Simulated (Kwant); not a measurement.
Device: quantum point contact (saddle potential) in a GaN two-dimensional gas. Effective mass 0.22 mₑ, grid spacing 6.2 nm, hard walls, nominal width 150 nm (25 grid rows, so walls 161.2 nm apart), one parabolic valley, scattering region 450 nm long along x; energies count from the band bottom; Fermi energy 0.00122 eV. Potential (V0 + ½k y²) cos²(πx/L) for |x| < L/2, with V0 swept from 0.001281 to 0 eV, k = 1.6e-06 eV/nm², L = 280 nm.

The device is made up for the run: typed textbook-type constants, with dimensions and the other settings drawn at random.

Computed with Kwant: effective-mass tight-binding model on a square grid, one spin, coherent transport at 0 K. Conductance is in e²/h.

Compare with the saddle-point formula G = Σ 1/(1 + exp(−2π(E − V0 − ħωy(n + ½))/ħωx)), taking ħωy = ħ√(k/m) and ħωx from the curvature along x of V0 plus half of the mode's confinement energy.

ħωy = 0.744 meV; at V0 = 1.04 meV the lowest mode has ħωx = 0.327 meV.

```
V0 (meV)  formula  simulation
--------  -------  ----------
1.21       0.0015      0.0014
1.04        0.024       0.025
0.873        0.37        0.40
0.705        0.96        0.96
0.538        1.00        1.00
0.371        1.00        1.00
```

The formula takes a parabolic saddle in the continuum; the run has the full potential on a grid.
